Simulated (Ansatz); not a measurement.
Li on the 1x1 (111) surface of fcc Au (the real clean face reconstructs), one in a 1x1 cell, energies for each (7.5 Å²). Energies are against an atom of bcc Li, without zero-point or thermal terms; each row is named by its start.

These are PBE (plane waves to 420 eV, PAW; Ansatz, a quantum-chemistry and plane-wave program) values and carry that method's errors.

Set-up: 5 atoms, 7.2 Å thick at the start under the adsorbate (thin: gaps and levels are the slab's own); mesh 12x12x1; 0.1 eV smearing; dipole correction on; 2 atoms held, the rest relaxed; each run with such symmetry as its start has; no spin, no spin-orbit, no U, no dispersion correction.

A negative adsorption energy means that the adsorbate is more stable on the surface than in its reference. Starts that drift may end in the same place. Heights count from the host atoms within 0.3 Å of the top one.

| starting site | E_ads (eV) | height (Å) | nearest host atom (Å) | bonded to | Δ work function (eV) | lateral drift (Å) |
|---|---|---|---|---|---|---|
| top Au | -0.14 | 2.46 | Au 2.46 | Au | -1.18 | 0.0 |
| hollow Au-Au-Au over Au at depth 2.4 Å | -0.55 | 1.96 | Au 2.59 | 3 Au | -1.68 | 0.0 |
| hollow Au-Au-Au over Au at depth 4.8 Å | -0.57 | 1.97 | Au 2.60 | 3 Au | -1.68 | 0.0 |
| bridge Au-Au (span 2.9 Å) | -0.57 | 1.97 | Au 2.59 | 3 Au | -1.69 | 0.9 |
